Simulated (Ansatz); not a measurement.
## InAs (Fm-3m, No. 225, 2 atoms in the cell; start mp-21391; a measured phase of this formula has another space group)

All values below come from PBEsol in Ansatz (plane waves, PAW).

Settings: plane-wave cutoff 500 eV, 12×12×12 k mesh, Fermi–Dirac smearing 0.05 eV, scalar-relativistic PAW data made under PBE.

Cell (relaxed at this level):

```
InAs
1.0
    0.00000     2.82649     2.82649
    2.82649     0.00000     2.82649
    2.82649     2.82649     0.00000
In As
1 1
Direct
  0.50000   0.50000   0.50000
  0.00000   0.00000   0.00000
```

| Item | Value |
|---|---|
| band gap | none |

Note: the relaxation could not lower the start's symmetry, so the cell can be a saddle point above a distorted one.

Spin–orbit coupling is not included.

A start named mp-… is a Materials Project structure, which need not be a measured phase.

Ansatz is a program for electronic structure.
